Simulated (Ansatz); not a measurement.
Results of PBEsol in Ansatz (plane waves, PAW) for LaSb (Fm-3m, No. 225, 2 atoms in the cell; start COD 1537613).

The input as run:

Ansatz 0.2 input:
```yaml
crystal:
  lattice:
    - [0.0, 3.245, 3.245]
    - [3.245, 0.0, 3.245]
    - [3.245, 3.245, 0.0]
  atoms:
    - { symbol: La, position: [0.0, 0.0, 0.0] }
    - { symbol: Sb, position: [0.5, 0.5, 0.5] }
basis:
  ecutwfc: 520
  ecutrho_ratio: 4
  xc_grid: 2
kpoints:
  mp_grid: { grid: [14, 14, 14] }
hamiltonian:
  xc: pbesol
  dispersion: none
  pseudopotentials: { azcp: { folder: ./paw }, kind: paw }
scf:
  occupations: { method: fermi_dirac, width: 0.05 }
  convergence: { dr2_threshold: 0.0000000002 }
output:
  forces: true
  stress: true
  eigenvalues: true
```

The run printed, among other lines:

```
Crystal: 2 atoms, lattice volume = 68.340 Å³
Basis set: ecut = 520 eV, 1837 PW (Γ), exchange–correlation on 72×72×72 points (8 copies of the dense FFT grid, shifted against one another)
Bands: 17, of which v1, the nominal top of the filled ones, is band 13 counted from 1 (12 counted from 0)
Symmetry: 48 space group operations
Space group: Fm-3m (ITA 225), of the structure as read, at distance tolerance 4.1e-5 Å
k-points: 104 of 2744
Initial density: superposition of atomic densities (chi_scale 0.1, normalization cell, long waves kept (reshape's long-wave potential 0.00 eV rms))
Functional: x = pbesol(κ = 0.804, μ = 0.12345679012345678), c = pbesol(β = 0.046)
SCF iter   1: F=—  HF=-12572.487559 eV  |F-HF|=—  |Δ(HF+E_count)|=         —  Δρ=3.03e-2  dr2=1.16e0
SCF iter   2: F=—  HF=-12572.179596 eV  |F-HF|=—  |Δ(HF+E_count)|=   3.08e-1  Δρ=1.54e-2  dr2=2.17e-1
  ...
SCF iter   9: F=—  HF=-12572.142558 eV  |F-HF|=—  |Δ(HF+E_count)|=   6.44e-9  Δρ=6.86e-7  dr2=2.00e-10
SCF iter  10: F=-12572.142558 eV  HF=-12572.142558 eV  |F-HF|=3.64e-12  |Δ(HF+E_count)|=  1.56e-10  Δρ=1.21e-7  dr2=7.24e-12
SCF 1 converged in 10 iterations: F = -12572.142558 eV  dr2 = 7.24e-12
SCF converged after 10 iterations
Free energy (F): -12572.142558 eV
Internal energy: -12572.140393 eV  (E = F + TS)
E sigma→0 (E₀):  -12572.141476 eV
Fermi energy:    9.592763 eV
--- Forces (eV/Å), atoms counted from 1 ---
  atom   1  La    -0.00000000     0.00000000     0.00000000
  atom   2  Sb     0.00000000    -0.00000000    -0.00000000
--- Stress (GPa, compression-positive) ---
       -0.957501       0.000000      -0.000000
       -0.000000      -0.957501       0.000000
       -0.000000       0.000000      -0.957501
  P = ⅓ Tr σ = -0.9575 GPa (-9.575 kbar)
```

The PAW data were made under PBE.

Note: cell and atoms aren't relaxed at this level (pressure -1.0 GPa).

It cost roughly 28 core-seconds of CPU time.

Ansatz is a program for electronic structure.
